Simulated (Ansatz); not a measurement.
Cubic perovskite KZnF3: LDA at its full settings (plane-wave cutoff 520 eV, 8×8×8 k mesh, Fermi–Dirac smearing 0.01 eV, scalar-relativistic PAW data made under PBE) and at cheaper ones, in a cell of 5 atoms with Γ-centred meshes.

| level and setting | lattice constant a (Å) | bulk modulus B0 (GPa) |
|---|---|---|
| LDA (Ansatz) | 3.973 | 95.6 |
| LDA (Γ point alone) (Ansatz) | 4.002 | 89.3 |
| LDA (2×2×2 k mesh) (Ansatz) | 3.975 | 95.9 |
| LDA (4×4×4 k mesh) (Ansatz) | 3.973 | 95.6 |

Largest shifts from the full settings: lattice constant a +0.73 % (LDA (Γ point alone)), against a difference of -2.02 % of the full result from the reference 4.055 Å (measured, room temperature, no zero-point or thermal correction; as tabulated in Dubrovin et al. (2021), arXiv:2110.13026); bulk modulus -6.6 % (LDA (Γ point alone)), against a difference of +19.5 % of the full result from the reference 80 GPa (measured, temperature not stated, not corrected to a static lattice, (C11+2C12)/3; as tabulated in Vaitheeswaran et al. (2016), arXiv:1609.00541).

Caveats: the relaxation could not lower the start's symmetry, so the cell can be a saddle point above a distorted one (LDA, LDA (Γ point alone), LDA (2×2×2 k mesh), LDA (4×4×4 k mesh)). Ansatz's density-functional and Hartree–Fock values are scalar-relativistic unless marked +SOC, with PAW data made under PBE.

Run with cheap settings on purpose, which may leave them unconverged: LDA (2×2×2 k mesh), LDA (4×4×4 k mesh), LDA (Γ point alone).

Ansatz is a program for electronic structure.
